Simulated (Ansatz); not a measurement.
## Habitual settings against a tight run: AsP (R3m, 2 atoms in the cell)

Self-consistent single point.

```
AsP
1.0
    1.87469     1.08235     3.38415
   -1.87469     1.08235     3.38415
    0.00000    -2.16471     3.38415
P As
1 1
Direct
  0.77253   0.77253   0.77253
  0.22748   0.22748   0.22748
```

Method: LDA (PW92), PAW files made with PBE (plane waves; Ansatz, a quantum-chemistry and plane-wave program).

Base settings: basis.ecutwfc = 420 eV; kpoints.mp_grid.grid = 9 9 9; hamiltonian.xc = lda; hamiltonian.pseudopotentials = {kind: paw} (the program's default PAW files); scf.occupations.method = methfessel_paxton; scf.occupations.width = 0.1 eV.

Tight run (finer mesh or higher cutoff; not a proven limit): basis.ecutwfc: 420 eV → 590 eV; kpoints.mp_grid.grid: 9 9 9 → 13 13 13; scf.convergence.dr2_threshold: default (1e-07 eV) → 1e-09 eV. It gave Fermi level (on the code's own zero) 8.54 eV; pressure -8.27 GPa; largest force (vector length) 0.377 eV/Å.

Quick runs, as changes from the base:
- A: the base itself
- B: basis.ecutwfc: 420 eV → 250 eV; kpoints.mp_grid.grid: 9 9 9 → 6 6 6
- C: basis.ecutwfc: 420 eV → 210 eV; kpoints.mp_grid.grid: 9 9 9 → 2 2 2; scf.occupations.method: methfessel_paxton → cold; scf.occupations.width: 0.1 eV → 0.136 eV
- D: basis.ecutwfc: 420 eV → 335 eV; kpoints.mp_grid.grid: 9 9 9 → 2 2 2
- E: basis.ecutwfc: 420 eV → 295 eV; kpoints.mp_grid.grid: 9 9 9 → 4 4 4
- F: basis.ecutwfc: 420 eV → 335 eV; kpoints.mp_grid.grid: 9 9 9 → 6 6 6; kpoints.mp_grid.shift: default → 0.5 0.5 0.5

Energies are extrapolated to zero smearing width, which holds to low order in the width alone.

The count of work is k-points × plane waves × bands × iterations; it is no time. 

Pressures in the table are Ansatz's without its Pulay estimate, at a fixed set of plane waves; the tight run's value above holds the estimate.

The starting cell comes from a database of computed structures (which also holds hypothetical and non-ambient phases and stackings), without a prior relaxation at this level. Its lattice was rescaled by a random factor within 2.5 % of one. In the base run, with a pressure of about -8 GPa the cell is away from its equilibrium volume at this level. A gap is left out here, as mesh or smearing make it unsure.

| run | energy less tight (meV/atom) | pressure less tight (GPa) | largest miss in a force vector (eV/Å) | count of work / tight |
|---|---|---|---|---|
| A | -2.9 | -0.04 | 0.011 | 0.17 |
| B | 392.4 | -22.23 | 0.157 | 0.033 |
| C | 2939.1 | -63.55 | 2.760 | 0.0048 |
| D | 987.5 | 12.22 | 2.695 | 0.0092 |
| E | 20.9 | -3.74 | 0.363 | 0.018 |
| F | -3.5 | -0.87 | 0.084 | 0.045 |

Among the runs at the tight run's level, the energy misses run from 2.9 to 2939.1 meV/atom.

Keys are those of Ansatz 0.2.
